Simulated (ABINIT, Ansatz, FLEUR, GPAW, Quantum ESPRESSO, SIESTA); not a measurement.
**FePt (P4/mmm, 2 atoms in the cell) computed with different codes at matched settings**

Self-consistent single point.

```yaml
crystal:
  lattice:
    - [2.79374, 0.00000, 0.00000]
    - [0.00000, 2.79374, 0.00000]
    - [0.00000, 0.00000, 3.82743]
  atoms:
    - { symbol: Fe, position: [0.00000, 0.00000, 0.00000], spin: 4.0 }
    - { symbol: Pt, position: [0.50000, 0.50000, 0.50000], spin: 1.0 }
```
(The spins are starting values, not results.)

All programs got the same cell, k-point mesh and kind of occupations, and the same starting moments (in Ansatz's words: kpoints.mp_grid.grid = 12 12 9; magnetization.spin_polarized = true; scf.occupations.method = fermi_dirac; scf.occupations.width = 0.136 eV); potentials, basis and cutoffs are each program's usual ones.

```
code                                                                                                                                model  pressure (GPa)  size of the net moment (μB/atom)  k-points         cutoff
----------------  -----------------------------------------------------------------------------------------------------------------------  --------------  --------------------------------  --------  -------------
Ansatz                                                                                                                     PBE, PAW files          -10.64                              1.71       140         420 eV
ABINIT                                                           PBE, norm-conserving pseudopotentials (PseudoDojo nc-sr-05 PBE standard)          -10.02                              1.74       140          45 Ha
SIESTA            GGA PBE, numerical atomic orbitals DZP, PseudoDojo PBE standard norm-conserving potentials (rewritten from UPF to PSML)          -11.31                              1.75       660    grid 300 Ry
Quantum ESPRESSO                                                                           PBE, GBRV 1.5 ultrasoft (PBE) pseudopotentials          -10.58                              1.73       140          50 Ry
FLEUR                                                                        PBE, all-electron FLAPW (FLEUR), scalar-relativistic valence               –                              1.71       140  Kmax 4 1/bohr
GPAW                                                                                         PBE, GPAW PAW datasets PBE (gpaw-data 1.0.1)          -10.23                              1.71       140         800 eV
```

A dash marks a value that a program does not give, or that is left out as unsure.

The spread over the programs that give each value: pressure within 1.29 GPa; size of the net moment within 0.04 μB/atom.

The starting cell comes from a database of computed structures (which also holds hypothetical and non-ambient phases and stackings), without a prior relaxation at this level. Its lattice was rescaled by a random factor within 2.5 % of one. On Ansatz's run: Spin-orbit coupling is off. The magnetic order is the one reached from the typed start; others were not searched systematically. In the base run, with a pressure of about -11 GPa the cell is away from its equilibrium volume at this level.

Task: Why do the programs differ, and what cannot be compared?

Result: Differences of this kind can come from the potentials, where these differ, and from what each basis and cutoff leave unconverged. The valence holds different numbers of electrons (Ansatz (a program for electronic structure) 34, ABINIT 34, SIESTA 34, Quantum ESPRESSO 32, FLEUR 34, GPAW 24). The zero of total energies and Fermi levels follows the potentials and each program's conventions, so they are not compared here. SIESTA uses small atom-centred bases, whose incompleteness enters pressures, forces and empty levels differently from a plane-wave cutoff. FLEUR treats all electrons, but the usual bases taken here (sphere radii, linearisation, local orbitals, empty states) were not tested for convergence, so the values are no reference for the others. Ansatz's pressure is given at a fixed set of plane waves, as the other plane-wave codes print theirs; with its correction for the finite basis it is -10.53 GPa. Site moments depend on each program's spheres or projections; the total moment of the cell does not. The programs reduce the same mesh by symmetry to different extents, which changes the work and not the result.

Left out of this page: Elk (stopped by limits of time or memory).

Keys are those of Ansatz 0.2.
